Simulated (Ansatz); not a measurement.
**zinc-blende ZnSe (0 0 1) on cubic SrTiO3 (0 0 1) (film strained to the substrate, started from cuts of the bulks and a machine-learned relaxation; metallic at this level, with no gap by band count; slabs Sr4O10Ti3 and Se4Zn4, which can lie off the formulas)**

A periodic stack without vacuum, zinc-blende ZnSe (0 0 1) on cubic SrTiO3 (0 0 1) (film strained to the substrate, started from cuts of the bulks and a machine-learned relaxation; metallic at this level, with no gap by band count; slabs Sr4O10Ti3 and Se4Zn4, which can lie off the formulas): substrate slab Sr4O10Ti3, film Se4Zn4, surface cells [[0, 1], [-1, 0]] and [[1, 0], [1, 1]], film strained by -2.9 and -2.9 %, outermost planes OSr/OSr and Se/Zn as cut, which need not be the usual terminations and can put a slab off its formula.

The start was prepared with a machine-learned potential, and the result is one local minimum, with the in-plane cell held and forces under 0.04 eV/Å; the film can end far from its bulk form.

Calculation: PBE (plane waves to 420 eV, PAW; Ansatz, a first-principles code). Scalar-relativistic, without spin–orbit coupling; the runs are not spin-polarised; PBE gaps are too small against experiment. Its k-point mesh 6×6×1, Fermi–Dirac width 0.05 eV.

- interface area: 15.5 Å²
- period: 27.42 Å
- heights between the nearest atoms of the two slabs at the two interfaces: 2.54 and 1.83 Å
- Sr–Zn contacts across the interfaces within 1.22 times the sum of covalent radii: 4, mean 3.67 Å
- Se–Sr contacts across the interfaces within 1.22 times the sum of covalent radii: 2, mean 3.22 Å
- O–Zn contacts across the interfaces within 1.22 times the sum of covalent radii: 1, mean 1.84 Å
- two interfaces: unlike, so that offsets are their mean

```yaml
crystal:
  lattice:
    - [3.93681, -0.00005, 0.01592]
    - [0.00008, 3.93658, -0.05539]
    - [-0.54748, 0.60292, 27.41361]
  atoms:
    - { symbol: Sr, position: [0.03671, 0.92181, 0.04897] }
    - { symbol: O, position: [0.51840, 0.42246, 0.02869] }
    - { symbol: Sr, position: [0.04797, 0.91393, 0.19557] }
    - { symbol: Ti, position: [0.54015, 0.41796, 0.11768] }
    - { symbol: O, position: [0.03924, 0.41862, 0.10832] }
    - { symbol: O, position: [0.54077, 0.91867, 0.10871] }
    - { symbol: O, position: [0.54708, 0.41467, 0.18284] }
    - { symbol: Sr, position: [0.06482, 0.90824, 0.34404] }
    - { symbol: Ti, position: [0.55614, 0.41081, 0.26705] }
    - { symbol: O, position: [0.05518, 0.41059, 0.25791] }
    - { symbol: O, position: [0.55516, 0.91077, 0.25796] }
    - { symbol: O, position: [0.56325, 0.40675, 0.33239] }
    - { symbol: Sr, position: [0.08184, 0.93310, 0.49246] }
    - { symbol: Ti, position: [0.57322, 0.41119, 0.41672] }
    - { symbol: O, position: [0.07159, 0.39993, 0.40772] }
    - { symbol: O, position: [0.57150, 0.90204, 0.40810] }
    - { symbol: O, position: [0.57975, 0.39273, 0.48160] }
    - { symbol: Se, position: [0.60122, 0.94109, 0.69382] }
    - { symbol: Se, position: [0.09318, 0.44624, 0.58515] }
    - { symbol: Se, position: [0.63032, 0.92905, 0.91189] }
    - { symbol: Se, position: [0.11349, 0.43508, 0.80230] }
    - { symbol: Zn, position: [0.60605, 0.43836, 0.74429] }
    - { symbol: Zn, position: [0.09357, 0.94317, 0.63597] }
    - { symbol: Zn, position: [0.56678, 0.42598, 0.96190] }
    - { symbol: Zn, position: [0.12674, 0.93225, 0.85272] }
```
